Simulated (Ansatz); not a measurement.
```yaml
crystal:
  lattice:
    - [16.00000, 0.00000, 0.00000]
    - [0.00000, 16.00000, 0.00000]
    - [0.00000, 0.00000, 4.32422]
  atoms:
    - { symbol: B, position: [0.65064, 0.50000, 0.66674] }
    - { symbol: N, position: [0.63588, 0.57845, 0.83326] }
    - { symbol: N, position: [0.65691, 0.50000, 0.33326] }
    - { symbol: B, position: [0.57532, 0.63046, 0.66674] }
    - { symbol: N, position: [0.50000, 0.65691, 0.83326] }
    - { symbol: B, position: [0.63046, 0.57532, 0.16674] }
    - { symbol: N, position: [0.57845, 0.63588, 0.33326] }
    - { symbol: B, position: [0.42468, 0.63046, 0.66674] }
    - { symbol: N, position: [0.36412, 0.57845, 0.83326] }
    - { symbol: B, position: [0.50000, 0.65064, 0.16674] }
    - { symbol: N, position: [0.42155, 0.63588, 0.33326] }
    - { symbol: B, position: [0.34936, 0.50000, 0.66674] }
    - { symbol: N, position: [0.36412, 0.42155, 0.83326] }
    - { symbol: B, position: [0.36954, 0.57532, 0.16674] }
    - { symbol: N, position: [0.34309, 0.50000, 0.33326] }
    - { symbol: B, position: [0.42468, 0.36954, 0.66674] }
    - { symbol: N, position: [0.50000, 0.34309, 0.83326] }
    - { symbol: B, position: [0.36954, 0.42468, 0.16674] }
    - { symbol: N, position: [0.42155, 0.36412, 0.33326] }
    - { symbol: B, position: [0.57532, 0.36954, 0.66674] }
    - { symbol: N, position: [0.63588, 0.42155, 0.83326] }
    - { symbol: B, position: [0.50000, 0.34936, 0.16674] }
    - { symbol: N, position: [0.57845, 0.36412, 0.33326] }
    - { symbol: B, position: [0.63046, 0.42468, 0.16674] }
```

Level of theory: PBE (plane waves to 420 eV, PAW; Ansatz, a program for electronic structure). Mesh 1×1×8. No spin polarisation. Periodic along z alone, with about 11 Å of vacuum beside it. An idealised model, rolled from the flat sheet. Symmetry and one short period hold its shape; lower forms weren't sought.

Q: Tabulate the two highest filled and two lowest empty levels along the axis, from the valence top.

A: 
```json
[
 {"k (2π/c)": "0.000", "v2 (eV)": "0.00", "v1 (eV)": "0.00", "c1 (eV)": "2.79", "c2 (eV)": "3.77"},
 {"k (2π/c)": "0.042", "v2 (eV)": "-0.02", "v1 (eV)": "-0.02", "c1 (eV)": "2.83", "c2 (eV)": "3.80"},
 {"k (2π/c)": "0.083", "v2 (eV)": "-0.07", "v1 (eV)": "-0.07", "c1 (eV)": "2.93", "c2 (eV)": "3.89"},
 {"k (2π/c)": "0.125", "v2 (eV)": "-0.15", "v1 (eV)": "-0.15", "c1 (eV)": "3.08", "c2 (eV)": "4.03"},
 {"k (2π/c)": "0.167", "v2 (eV)": "-0.26", "v1 (eV)": "-0.26", "c1 (eV)": "3.27", "c2 (eV)": "4.21"},
 {"k (2π/c)": "0.208", "v2 (eV)": "-0.40", "v1 (eV)": "-0.40", "c1 (eV)": "3.48", "c2 (eV)": "4.42"},
 {"k (2π/c)": "0.250", "v2 (eV)": "-0.55", "v1 (eV)": "-0.55", "c1 (eV)": "3.72", "c2 (eV)": "4.64"},
 {"k (2π/c)": "0.292", "v2 (eV)": "-0.66", "v1 (eV)": "-0.66", "c1 (eV)": "3.96", "c2 (eV)": "4.88"},
 {"k (2π/c)": "0.333", "v2 (eV)": "-0.64", "v1 (eV)": "-0.64", "c1 (eV)": "4.21", "c2 (eV)": "–"},
 {"k (2π/c)": "0.375", "v2 (eV)": "-0.62", "v1 (eV)": "-0.62", "c1 (eV)": "4.46", "c2 (eV)": "–"},
 {"k (2π/c)": "0.417", "v2 (eV)": "-0.60", "v1 (eV)": "-0.60", "c1 (eV)": "4.70", "c2 (eV)": "–"},
 {"k (2π/c)": "0.458", "v2 (eV)": "-0.60", "v1 (eV)": "-0.60", "c1 (eV)": "4.95", "c2 (eV)": "–"},
 {"k (2π/c)": "0.500", "v2 (eV)": "-0.59", "v1 (eV)": "-0.59", "c1 (eV)": "–", "c2 (eV)": "–"}
]
```
A dash stands for levels within 1 eV of the vacuum level or above it.
